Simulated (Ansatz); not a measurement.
Base system: CuI in the zinc blende structure (space group F-43m, No. 216).

```yaml
crystal:
  lattice:
    - [0.00000, 3.01141, 3.01141]
    - [3.01141, 0.00000, 3.01141]
    - [3.01141, 3.01141, 0.00000]
  atoms:
    - { symbol: Cu, position: [0.00000, 0.00000, 0.00000] }
    - { symbol: I, position: [0.25000, 0.25000, 0.25000] }
```

Cartesian axes are those of the cell as printed.

Method: r2SCAN, PAW, 500 eV (Ansatz, a program for electronic structure; scalar-relativistic without spin-orbit coupling).

Before the change:

| Property | Result |
|---|---|
| Volume per atom | 27.31 Å³ |
| Valence-band top at Γ | 0.00, 0.00, 0.00 eV |
| Valley order | Γ 1.67 eV; L along ⟨111⟩ 2.57 eV; X along ⟨100⟩ 2.90 eV |

One thing is altered: compressive biaxial strain of 1.00 % in the plane normal to [001], as in epitaxy on a mismatched substrate; the out-of-plane cell vector and the atoms relax.

**Question.** Estimate the effect on the energy relative to the base.

**Answer.** The energy increases by 0.7 meV/atom.

**Question.** Predict the new volume per atom.

**Answer.** The volume per atom drops by 0.19 Å³, from 27.31 Å³ to 27.12 Å³.

**Question.** How does this affect the valence-band top at Γ?

**Answer.** The valence-band top at Γ (three highest levels, from the VBM) changes from 0.00, 0.00, 0.00 eV to 0.00, 0.00, -0.04 eV.

**Question.** What happens to the valley order?

**Answer.** The valley order (the lowest conduction-band minima on the path, energy above the VBM, named in the base's zone) becomes Γ 1.67 eV; L along [111] 2.55 eV; X along [010] 2.84 eV; X along [001] 2.95 eV (base: Γ 1.67 eV; L along ⟨111⟩ 2.57 eV; X along ⟨100⟩ 2.90 eV).

With I present, leaving out spin-orbit coupling can change the band edges. The levels and masses belong to the bands next to the band gap. Stability against distortions was not tested. All final runs are without spin polarisation.
